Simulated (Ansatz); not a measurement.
Base system: Rh in the fcc (Cu type) structure (space group Fm-3m, No. 225; a = 3.782 Å; relaxed with 0.1 eV smearing). Axes: x, y, z lie along the cube axes.

Calculations: plane-wave PAW DFT at the PBEsol level (Ansatz, a quantum-chemistry and plane-wave program, 420 eV), no SOC.

Before the change:

The pressure is 0.0 GPa.

Now apply this change: biaxial strain +1.67 %, plane normal [111], relaxed out of plane (Cartesian); in-plane vectors clamped, the third vector and the atoms free.

Task: What does the calculation give for the ratio −ε⊥/ε∥ after the change?

Result: The ratio −ε⊥/ε∥ amounts to 0.53.

Task: Predict the new energy relative to the base.

Result: The energy goes up by 14 meV/atom.

Task: Estimate the effect on the pressure.

Result: The pressure (mean of the normal stresses, compression positive) goes from zero to -6.4 GPa.

No phonon test of stability was made. The final runs are not spin-polarised. Rh lies near a magnetic instability that expansion can trigger; it was not tested.
